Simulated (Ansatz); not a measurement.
Worked example: self-consistent single point of a (001) slab of BaTiO3 (cut from a parent of space group no. 221; 10 atoms in the cell) in Ansatz (a program for electronic structure).

Method: PBE (plane waves, PAW; Ansatz).

The change in words: vacuum of 6 angstrom (first run: 14 Å); efield.axis: default → 3; efield.dipole_correction: default → true. Reference geometry:
```yaml
crystal:
  lattice:
    - [4.01200, 0.00000, 0.00000]
    - [0.00000, 4.01200, 0.00000]
    - [0.00000, 0.00000, 20.01800]
  atoms:
    - { symbol: Ba, position: [0.00000, 0.00000, 0.44989] }
    - { symbol: Ti, position: [0.50000, 0.50000, 0.34969] }
    - { symbol: O, position: [0.50000, 0.00000, 0.34969] }
    - { symbol: O, position: [0.00000, 0.50000, 0.34969] }
    - { symbol: O, position: [0.50000, 0.50000, 0.44989] }
    - { symbol: Ba, position: [0.00000, 0.00000, 0.65031] }
    - { symbol: Ti, position: [0.50000, 0.50000, 0.55010] }
    - { symbol: O, position: [0.50000, 0.00000, 0.55010] }
    - { symbol: O, position: [0.00000, 0.50000, 0.55010] }
    - { symbol: O, position: [0.50000, 0.50000, 0.65031] }
```

Reference input (self-consistent single point, DFT, PBE, plane waves, default PAW files): basis.ecutwfc = 420 eV; kpoints.mp_grid.grid = 6 6 1; hamiltonian.xc = pbe; hamiltonian.pseudopotentials = {kind: paw} (the program's default PAW files); scf.occupations.method = fermi_dirac; scf.occupations.width = 0.01 eV. This run's input differs from it in these lines:

Ansatz 0.2 input:
```diff
@@ -4,14 +4,14 @@
     - [0.000000, 4.012000, 0.000000]
-    - [0.000000, 0.000000, 20.018004]
+    - [0.000000, 0.000000, 12.018013]
   atoms:
-    - { symbol: Ba, position: [0.000000, 0.000000, 0.449895] }
-    - { symbol: Ti, position: [0.500000, 0.500000, 0.349685] }
-    - { symbol: O, position: [0.500000, 0.000000, 0.349685] }
-    - { symbol: O, position: [0.000000, 0.500000, 0.349685] }
-    - { symbol: O, position: [0.500000, 0.500000, 0.449895] }
-    - { symbol: Ba, position: [0.000000, 0.000000, 0.650315] }
-    - { symbol: Ti, position: [0.500000, 0.500000, 0.550105] }
-    - { symbol: O, position: [0.500000, 0.000000, 0.550105] }
-    - { symbol: O, position: [0.000000, 0.500000, 0.550105] }
-    - { symbol: O, position: [0.500000, 0.500000, 0.650315] }
+    - { symbol: Ba, position: [0.000000, 0.000000, 0.416542] }
+    - { symbol: Ti, position: [0.500000, 0.500000, 0.249625] }
+    - { symbol: O, position: [0.500000, 0.000000, 0.249625] }
+    - { symbol: O, position: [0.000000, 0.500000, 0.249625] }
+    - { symbol: O, position: [0.500000, 0.500000, 0.416542] }
+    - { symbol: Ba, position: [0.000000, 0.000000, 0.750375] }
+    - { symbol: Ti, position: [0.500000, 0.500000, 0.583458] }
+    - { symbol: O, position: [0.500000, 0.000000, 0.583458] }
+    - { symbol: O, position: [0.000000, 0.500000, 0.583458] }
+    - { symbol: O, position: [0.500000, 0.500000, 0.750375] }
 basis:
@@ -25,2 +25,5 @@
     kind: paw
+efield:
+  axis: 3
+  dipole_correction: true
 scf:
@@ -32,3 +35,2 @@
   eigenvalues: true
-  stress: true
```

The program printed (abridged):

```
SCF iter   1: F=—  HF=-20317.070339 eV  |F-HF|=—  |Δ(HF+E_count)|=         —  Δρ=3.03e-3  dr2=5.62e-2  ethr=1.77e-3  p=0.317 e·Å  D=2.97e-1 V/Å  ΔV_dip=-3.57 eV  dr2_dipole=6.77e-2  V_vac-E_F(+/−)=0.65/4.41 eV  ⟨swp⟩=8.3  Hψ=2287  notcnv=0
all-band conjugate gradients solve this SCF's bands
efield: sawtooth ramp at fractional position 0.9500 (placed from the atoms, in the widest stretch of the axis that holds none …
   [... lines left out ...]
WARN: efield: at this solve's end the planar-averaged density reaches 2.36e-2 e/Å³ inside the ramp window [0.8668, 0.1332] (bound 1e-5 e/Å³) …
SCF 1 converged in 10 iterations: F = -20317.051399 eV  dr2 = 8.09e-8
the forces of this run sum to 3.607e-2 eV/Å along one axis, over √10 times 1.000e-2 eV/Å (the walk's relax.f_tol, or that key's default on a run that moves no …
Free energy (F): -20317.051399 eV
Internal energy: -20317.051399 eV  (E = F + TS)
E sigma→0 (E₀):  -20317.051399 eV
Fermi energy:    6.680880 eV
Dipole field:    D = 0.237683 V/Å  (p = 0.254092 e·Å, saw-weighted, corrected)
Work function:   Φ+ = withheld (plateau slope 2.9e0 eV/Å)   Φ− = withheld (plateau slope 1.2e0 eV/Å)
Levels:          The Fermi level and band energies are counted from a zero that moves with the ramp; work functions are not
   [... lines left out ...]
  atom   4  O      0.00000000     0.00000000    -0.49071868
  atom   5  O     -0.00000000     0.00000000    -0.96909271
  atom   6  Ba     0.00000000     0.00000000    -0.62210507
  atom   7  Ti    -0.00000000     0.00000000     1.11592811
  atom   8  O      0.00000000     0.00000000     0.22785763
  atom   9  O      0.00000000     0.00000000     0.22785763
  atom  10  O      0.00000000     0.00000000    -0.45740458
```

The run converged in 10 iterations. Against the reference run the free energy rises by 2.6 meV/atom, the largest force goes from 2.492 to 2.308 eV/Å and the gap on the mesh goes from 1.065 to 0.946 eV.

The starting cell has typed, rounded lattice constants, without a prior relaxation at this level. The slab is cut from that crystal, and its faces are unrelaxed. Its lattice was rescaled by up to half a per cent. Spin polarisation is off, though cut faces can carry moments; a gap of a slab can lie between surface states. Forces in this geometry exceed 1 eV/Å.
